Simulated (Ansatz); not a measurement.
Take W in the fcc (Cu type) structure (space group Fm-3m, No. 225; a = 3.9988 Å; relaxed with 0.1 eV smearing) as the base. Axes: x, y, z lie along the cube axes.

The values are results of PBEsol (Ansatz, a quantum-chemistry and plane-wave program; PAW; 420 eV plane waves; spin-orbit coupling left out), not measurements.

Modification: biaxial strain −1.03 %, plane normal [001], relaxed out of plane (Cartesian); in-plane vectors clamped, the third vector and the atoms free.

Predict the new in-plane stress.

The mean in-plane stress (compression positive) comes out as -11.0 GPa.

What does the calculation give for the ratio −ε⊥/ε∥ after the change?

The ratio −ε⊥/ε∥ amounts to 4.60.

No phonon test of stability was made. The final runs are not spin-polarised. Under biaxial strain −1.03 %, plane normal [001], relaxed out of plane the cell ends below the base's energy or with stress of the wrong sign: the atoms slid into a distortion or the cell is elastically unstable, so the base is not a stable minimum at this level. This is not the structure that W has at room temperature and ambient pressure.
